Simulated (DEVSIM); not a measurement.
Device: abrupt GaAs p-n junction, at 250 K.

Layer 1 from the left is GaAs, thickness (μm) 0.610, Na (cm⁻³) 1.1e17, τn (s) 4.2e-9, τp (s) 4.2e-9. Layer 2 from the left is GaAs, thickness (μm) 20.0, Nd (cm⁻³) 1.2e16, τn (s) 4.2e-9, τp (s) 4.2e-9.

Left contact: ohmic. Right contact: ohmic. Voltage is applied to the left contact. Recombination: SRH at mid-gap, radiative, Auger. Mobility is constant in doping.

The device is made up for the run: typed textbook-type constants, with dimensions and the other settings drawn at random. Values at 300 K; Nc and Nv go as T^1.5, mobilities as T to minus their exponent, the gap by Varshni's rule with the affinity fixed.

GaAs: gap (eV) 1.424, affinity (eV) 4.07, permittivity 12.9, Nc (cm⁻³) 4.7e17, Nv (cm⁻³) 9e18, μn (cm²/Vs) 8500, μp (cm²/Vs) 400, T exponent of μn 2.1, T exponent of μp 2.2, B (cm³/s) 2e-10, Cn (cm⁶/s) 1e-30, Cp (cm⁶/s) 1e-30, Varshni α (eV/K) 0.000541, Varshni β (K) 204.

DEVSIM, 1D drift-diffusion, Boltzmann statistics, complete ionisation; no tunnelling, impact ionisation, image-force lowering or self-heating.

Dark forward current:

| |V| (V) | |J| (A/cm²) |
|---|---|
| 0.05 | 2.955e-13 |
| 0.10 | 1.189e-12 |
| 0.15 | 4.079e-12 |
| 0.20 | 1.353e-11 |
| 0.25 | 4.452e-11 |
| 0.30 | 1.462e-10 |
| 0.35 | 4.806e-10 |
| 0.40 | 1.582e-9 |
| 0.45 | 5.219e-9 |
| 0.50 | 1.725e-8 |
| 0.55 | 5.721e-8 |
| 0.60 | 1.904e-7 |
| 0.65 | 6.367e-7 |
| 0.70 | 2.147e-6 |
| 0.75 | 7.355e-6 |
| 0.80 | 2.614e-5 |
| 0.85 | 0.0001012 |
| 0.90 | 0.0004686 |
| 0.95 | 0.002833 |
| 1.00 | 0.02204 |
| 1.05 | 0.1996 |
| 1.10 | 1.925 |
| 1.15 | 18.01 |
| 1.20 | 121.6 |
| 1.25 | 415.6 |
| 1.30 | 868.6 |

**Question.** Work out the local ideality factor n = ΔV / (kT/q · ln(J2/J1)) between the rows 0.10 and 0.15 V, 1.05 and 1.10 V, 1.25 and 1.30 V.

**Answer.** kT/q = 21.54 mV. From 0.10 to 0.15 V: ln(4.079e-12/1.189e-12) = 1.233, n = 1.88, near the 2 of recombination in the depletion region. From 1.05 to 1.10 V: ln(1.925/0.1996) = 2.266, n = 1.02, near the 1 of diffusion or emission over a barrier. From 1.25 to 1.30 V: ln(868.6/415.6) = 0.737, n = 3.15; the layers' resistance at their doping, Σ W/(qμN) = 8.9e-5 Ω cm², would take 40 mV of this step of 50 mV.

**Question.** Estimate the current at 1.05 V from the Shockley equation with J0 = Σ q ni² D/(N L) coth(W/L), τ joining the SRH, radiative and Auger lifetimes that are on, and W taken as the whole layer.

**Answer.** ni² = 1.70e7 cm⁻⁶; electrons in the p layer: μ = 12500 cm²/Vs, D = 269 cm²/s, τ = 3.84e-9 s, L = 10.2 μm, W/L = 0.060, term 1.09e-22 A/cm²; holes in the n layer: μ = 597 cm²/Vs, D = 12.9 cm²/s, τ = 4.16e-9 s, L = 2.31 μm, W/L = 8.6, term 1.27e-23 A/cm². J0 = 1.22e-22 A/cm², and J = J0 exp(qV/kT) = 0.181 A/cm². The simulation gives 0.200 A/cm²; the estimate lies 9.5 % below. The estimate leaves out recombination in the depletion region and that region's share of W.
